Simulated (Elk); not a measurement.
# Elk run on YTi2Ga4 (I4/mmm, 7 atoms in the cell): self-consistent single point

Method: PBEsol, all-electron FP-LAPW, Elk's shipped species files, LAPW+lo basis (Elk 10.2.4).

Input as run:

```
tasks
  0

xctype
  22

rgkmax
  8.0

gmaxvr
  14.0

nxoapwlo
  1

rmtscf
  0.99

stype
  0

swidth
  0.00499791

avec
   -6.4116971217    6.4116971217    5.1787112966
    6.4116971217   -6.4116971217    5.1787112966
    6.4116971217    6.4116971217   -5.1787112966

sppath
  'species/'

atoms
  3   : nspecies
  'Y.in'   : spfname
  1   : natoms; atposl, bfcmt below
  0.0000000000  0.0000000000  0.0000000000    0.0 0.0 0.0
  'Ti.in'   : spfname
  2   : natoms; atposl, bfcmt below
  0.7500000000  0.2500000000  0.5000000000    0.0 0.0 0.0
  0.2500000000  0.7500000000  0.5000000000    0.0 0.0 0.0
  'Ga.in'   : spfname
  4   : natoms; atposl, bfcmt below
  0.3034900000  0.6965100000  0.0000000000    0.0 0.0 0.0
  0.6965100000  0.3034900000  0.0000000000    0.0 0.0 0.0
  0.6965100000  0.6965100000  0.3930200000    0.0 0.0 0.0
  0.3034900000  0.3034900000  0.6069800000    0.0 0.0 0.0

ngridk
  5 5 5
```

The program printed (abridged):

```
│ Elk code version 10.2.4 │

All units are atomic (Hartree, Bohr, etc.)

│ Ground-state run starting from atomic densities │

Lattice vectors :
  -6.411697122       6.411697122       5.178711297
   6.411697122      -6.411697122       5.178711297
   6.411697122       6.411697122      -5.178711297

Unit cell volume      :    851.5843851
Brillouin zone volume :   0.2912808381

Muffin-tin inner radius fraction :   0.1000000000E-01

Nuclei treated as point charges

Species :    1 (Y)
 parameters loaded from : Y.in
 name : yttrium
 nuclear charge    :   -39.00000000
 electronic charge :    39.00000000
 atomic mass :    162065.4502
 muffin-tin radius :    2.574000000
 number of radial points in muffin-tin :    597
 atomic positions (lattice), magnetic fields (Cartesian) :
   1 :   0.00000000  0.00000000  0.00000000    0.00000000  0.00000000  0.00000000

Species :    2 (Ti)
 parameters loaded from : Ti.in
 name : titanium
 nuclear charge    :   -22.00000000
 electronic charge :    22.00000000
 atomic mass :    87256.20310
 muffin-tin radius :    2.376000000
 number of radial points in muffin-tin :    497
 atomic positions (lattice), magnetic fields (Cartesian) :
   1 :  -0.25000000  0.25000000  0.50000000    0.00000000  0.00000000  0.00000000
   2 :   0.25000000 -0.25000000  0.50000000    0.00000000  0.00000000  0.00000000

Species :    3 (Ga)
 parameters loaded from : Ga.in
 name : gallium
 nuclear charge    :   -31.00000000
 electronic charge :    31.00000000
 atomic mass :    127097.2538
 muffin-tin radius :    2.376000000
 number of radial points in muffin-tin :    497
 atomic positions (lattice), magnetic fields (Cartesian) :
   1 :   0.30349000 -0.30349000  0.00000000    0.00000000  0.00000000  0.00000000
   2 :  -0.30349000  0.30349000  0.00000000    0.00000000  0.00000000  0.00000000
   3 :  -0.30349000 -0.30349000  0.39302000    0.00000000  0.00000000  0.00000000
   [... lines left out ...]
Maximum (1/2)|G+k|²                   :    5.535767306
Maximum |G| for potential and density :    14.00000000
 potential will be trimmed for |G| > 2 gkmax
Constant for pseudocharge density :    9
Radial integration step length :    4

G-vector grid sizes :     48    48    48
Number of G-vectors :    39487

Maximum angular momentum used for
 APW functions                      :    8
 outer part of muffin-tin           :    6
 inner part of muffin-tin           :    1

Total nuclear charge    :   -207.0000000
Total core charge       :    120.0000000
Total valence charge    :    87.00000000
Total excess charge     :    0.000000000
Total electronic charge :    207.0000000

Effective Wigner radius, rₛ :   0.9940073100

Number of empty states         :   28
Total number of valence states :   72
Total number of core states    :  120

Total number of local-orbitals :   95

Exchange-correlation functional :     22     0     0
 PBEsol, Phys. Rev. Lett. 100, 136406 (2008)
 gradient requirement :    1
 generalised gradient approximation (GGA)

Smearing type :    0
 Gaussian
Smearing width :   0.4997910000E-02
Effective electronic temperature (K) :    1578.215154

Mixing type :    3
 Broyden mixing, J. Phys. A: Math. Gen. 17, L317 (1984)

Kohn-Sham potential initialised from atomic data
│ Self-consistent loop started │
│ Loop number : 1 │
 total energy                :     -12859.9983241
│ Loop number : 2 │
 total energy                :     -12860.2789968
RMS change in Kohn-Sham potential (target) :   0.2087389438     (  0.1000000000E-05)
Absolute change in total energy (target)   :   0.2806727424     (  0.1000000000E-03)
│ Loop number : 3 │
 total energy                :     -12860.5864160
RMS change in Kohn-Sham potential (target) :   0.2100253924     (  0.1000000000E-05)
Absolute change in total energy (target)   :   0.3775874166     (  0.1000000000E-03)
│ Loop number : 4 │
 total energy                :     -12860.4244888
RMS change in Kohn-Sham potential (target) :   0.2019454295     (  0.1000000000E-05)
Absolute change in total energy (target)   :   0.6753035084E-01 (  0.1000000000E-03)
│ Loop number : 5 │
 total energy                :     -12860.6500626
RMS change in Kohn-Sham potential (target) :   0.1243739197     (  0.1000000000E-05)
Absolute change in total energy (target)   :   0.2086911769     (  0.1000000000E-03)
   [... lines left out ...]
Absolute change in total energy (target)   :   0.3884509166E-02 (  0.1000000000E-03)
│ Loop number : 13 │
 total energy                :     -12860.5105659
RMS change in Kohn-Sham potential (target) :   0.1239815994E-04 (  0.1000000000E-05)
Absolute change in total energy (target)   :   0.3671339618E-04 (  0.1000000000E-03)
│ Loop number : 14 │
 total energy                :     -12860.5102026
RMS change in Kohn-Sham potential (target) :   0.4386940474E-05 (  0.1000000000E-05)
Absolute change in total energy (target)   :   0.3541480291E-03 (  0.1000000000E-03)
│ Loop number : 15 │
 total energy                :     -12860.5100644
RMS change in Kohn-Sham potential (target) :   0.5121151571E-06 (  0.1000000000E-05)
Absolute change in total energy (target)   :   0.2267013697E-03 (  0.1000000000E-03)
│ Loop number : 16 │
 total energy                :     -12860.5100484
RMS change in Kohn-Sham potential (target) :   0.3252639699E-06 (  0.1000000000E-05)
Absolute change in total energy (target)   :   0.7264138731E-04 (  0.1000000000E-03)
Convergence targets achieved

│ Loop number : 17 │

Energies :
 Fermi                       :     0.283002903536
 sum of eigenvalues          :     -7444.06886301
 electron kinetic            :      13134.8391896
 core electron kinetic       :      12403.1191531
 Coulomb                     :     -25508.0458473
 Coulomb potential           :     -19940.2291394
 nuclear-nuclear             :     -1476.25169259
 electron-nuclear            :     -28123.3591701
 Hartree                     :      4091.56501534
 Madelung                    :     -15537.9312776
 xc potential                :     -638.678913163
 exchange                    :     -476.075307751
 correlation                 :     -11.2280862803
 total energy                :     -12860.5100518

Density of states at Fermi energy :    160.4185757
 (states/Hartree/unit cell)

Estimated indirect band gap :   0.8572017780E-04
 from k-point     18 to k-point      7
Estimated direct band gap   :   0.2577076571E-02
 at k-point     16

Charges :
 core                        :    120.0000000
 valence                     :    87.00000000
 interstitial                :    10.81518120
 muffin-tins (core leakage)
  species :    1 (Y)
   atom    1                 :    36.78230512     (  0.1070805510E-04)
  species :    2 (Ti)
   atom    1                 :    20.28176312     (  0.7512444000E-09)
   atom    2                 :    20.28176312     (  0.7512444000E-09)
  species :    3 (Ga)
   atom    1                 :    29.70974686     (  0.8673500173E-03)
   atom    2                 :    29.70974686     (  0.8673500173E-03)
   atom    3                 :    29.70974686     (  0.8673500173E-03)
   atom    4                 :    29.70974686     (  0.8673500173E-03)
 total in muffin-tins        :    196.1848188
 total calculated charge     :    206.9879448
 total charge                :    207.0000000
 error                       :   0.1205517596E-01

│ Self-consistent loop stopped │
```

The run converged in 17 iterations. The count includes the last loop, which Elk runs after its targets are met.

The starting cell comes from a database of computed structures (which also holds hypothetical and non-ambient phases and stackings), without a prior relaxation at this level. Its lattice was rescaled by a random factor within 2.5 % of one. Spin polarisation is off. Values depend on the basis (sphere radii, cutoffs, local orbitals), which need not be converged. The log's line on a gap gives a spacing of levels on this mesh, which the program prints for metals too.

Cost on one core of a shared machine: roughly 3 min.
